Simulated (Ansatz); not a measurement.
This concerns the formation energy of Al_W in W (bcc, Im-3m). Reaction: 63 W (bcc) + Al (fcc) → cell A.

Cell A: a supercell of 64 sites of W (bcc, Im-3m) with Al on a W site (8 W at 2.78 Å); spin state with PBE: run without spin, k-point mesh 4×4×4.
```
CELL_PARAMETERS angstrom
     11.02913     0.00000     0.00000
     -3.67638    10.39836     0.00000
     -3.67638    -5.19918     9.00525
ATOMIC_POSITIONS crystal
  W  0.00000 0.00000 0.00000
  W  0.99972 0.99972 0.24999
  W  0.00000 0.00000 0.50000
  W  0.00028 0.00028 0.75001
  W  0.99972 0.24999 0.99972
  W  0.99953 0.24976 0.24976
  W  0.99972 0.24973 0.50000
  W  0.00000 0.25000 0.75000
  W  0.00000 0.50000 0.00000
  W  0.99972 0.50000 0.24973
  W  0.00000 0.50000 0.50000
  W  0.00028 0.50000 0.75027
  W  0.00028 0.75001 0.00028
  W  0.00000 0.75000 0.25000
  W  0.00028 0.75027 0.50000
  W  0.00047 0.75024 0.75024
  W  0.24999 0.99972 0.99972
  W  0.24976 0.99953 0.24976
  W  0.24973 0.99972 0.50000
  W  0.25000 0.00000 0.75000
  W  0.24976 0.24976 0.99953
  W  0.24801 0.24801 0.24801
  W  0.25287 0.25287 0.50000
  W  0.24973 0.24973 0.75001
  W  0.24973 0.50000 0.99972
  W  0.25287 0.50000 0.25287
  W  0.24801 0.50000 0.50000
  W  0.24976 0.50000 0.75024
  W  0.25000 0.75000 0.00000
  W  0.24973 0.75001 0.24973
  W  0.24976 0.75024 0.50000
  W  0.24999 0.75027 0.75027
  W  0.50000 0.00000 0.00000
  W  0.50000 0.99972 0.24973
  W  0.50000 0.00000 0.50000
  W  0.50000 0.00028 0.75027
  W  0.50000 0.24973 0.99972
  W  0.50000 0.25287 0.25287
  W  0.50000 0.24801 0.50000
  W  0.50000 0.24976 0.75024
  W  0.50000 0.50000 0.00000
  W  0.50000 0.50000 0.24801
  Al 0.50000 0.50000 0.50000
  W  0.50000 0.50000 0.75199
  W  0.50000 0.75027 0.00028
  W  0.50000 0.75024 0.24976
  W  0.50000 0.75199 0.50000
  W  0.50000 0.74713 0.74713
  W  0.75001 0.00028 0.00028
  W  0.75000 0.00000 0.25000
  W  0.75027 0.00028 0.50000
  W  0.75024 0.00047 0.75024
  W  0.75000 0.25000 0.00000
  W  0.75001 0.24973 0.24973
  W  0.75024 0.24976 0.50000
  W  0.75027 0.24999 0.75027
  W  0.75027 0.50000 0.00028
  W  0.75024 0.50000 0.24976
  W  0.75199 0.50000 0.50000
  W  0.74713 0.50000 0.74713
  W  0.75024 0.75024 0.00047
  W  0.75027 0.75027 0.24999
  W  0.74713 0.74713 0.50000
  W  0.75199 0.75199 0.75199
```

Reference: W (bcc, Im-3m), 64 atoms in the cell, the relaxed perfect crystal repeated, atoms not moved again; spin state with PBE: run without spin, k-point mesh 4×4×4 on the run's own vectors.

Reference: Al (fcc, Fm-3m), 1 atom in the cell, k-point mesh 26×26×26 on the run's own vectors. Conventional cell: a = 4.041 Å, b = 4.041 Å, c = 4.041 Å, α = 90.00°, β = 90.00°, γ = 90.00°.

Plane-wave PAW calculations with Ansatz (a program for electronic structure), its PAW set soft_1, cutoff 420 eV, 500 eV for r2SCAN. The structures are at rest with PBE, within the held lattices; other levels are single points on them. Neutral cells; Fermi-Dirac smearing of at most 0.10 eV in the solids, energies taken to zero width. The lattices are those relaxed with PBE, so at other levels the solids can be strained, which adds to the spread. Larger cells are relaxed from a start prepared with the learned potential CHGNet, on a coarser mesh till forces fall under 0.03 eV/Å, which some starts already meet. A dispersion term (D3(BJ), or D4 for r2SCAN) was computed beside these levels and is taken off wherever the name lacks it. Space groups of crystals are read within 0.01 Å. Static lattices, no vibrational contributions. Cells are local rest points, mostly with their start's symmetry. The runs are scalar-relativistic, without spin-orbit coupling. No correction for cell size. Mesh and cell size may move defect energies by 0.1 eV or more. Cell A has symmetry Im-3m within 0.02 Å and got no random move, so less symmetric positions, which may lie lower, weren't tried.

**Question.** Give the value at the level r2SCAN.

**Answer.** -0.03 eV, for 63 W (bcc) + Al (fcc) → cell A.

**Question.** How does the value move with the functional?

**Answer.** 
| Method | value (eV) | less r2SCAN |
|---|---|---|
| PBE | 0.01 | 0.04 |

The levels shown span only 0.04 eV, too little to tell them apart.
